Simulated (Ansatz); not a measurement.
LaPd3 (Pm-3m), PBEsol, DFPT electron-phonon coupling, linearised Boltzmann equation (Ansatz, a program for electronic structure): phonon-limited resistivity 7.53 μΩ·cm at 300 K, 10.1 μΩ·cm at 400 K, current-weighted mean free path 26 nm, Drude plasma energy 4.53 eV.

Q: Estimate the electronic thermal conductivity at 300 K by the Wiedemann-Franz law (L₀ = 2.44×10⁻⁸ W·Ω/K²).

A: L₀T/ρ = 2.44×10⁻⁸ × 300/(7.53×10⁻⁸) = 97.2 W/(m·K). Inelastic scattering puts the true Lorenz number somewhat under L₀ near and below the Debye temperature.

Q: What is the classical skin depth at 1 GHz (nonmagnetic, μ₀ = 1.257×10⁻⁶ H/m)?

A: δ = √(ρ/(π f μ₀)) = 4370 nm.

Q: What Drude relaxation time do resistivity and plasma energy imply?

A: ω_p = 6.88e15 s⁻¹, so τ = 1/(ε₀ ω_p² ρ) = 31.7 fs, a damping ħ/τ of 20.8 meV.

A metal at this level (no band gap). Only scattering by harmonic phonons is included (no impurities, grain boundaries, electron-electron scattering or thermal expansion). Spin-orbit coupling is left out. The squared frequency of the phonon mode least converged on the k mesh is uncertain by about 11 %. Halving the electron mesh (20x20x20) moves the resistivity by up to 5 % at 300 K, the mean free path by up to 6 %. Smearing 0.20 eV; phonons on a 4x4x4 q mesh, which this run doesn't test.

Formula and space group known from diffraction (Crystallography Open Database), not checked to be the room-temperature form: LaPd3 (Pm-3m).
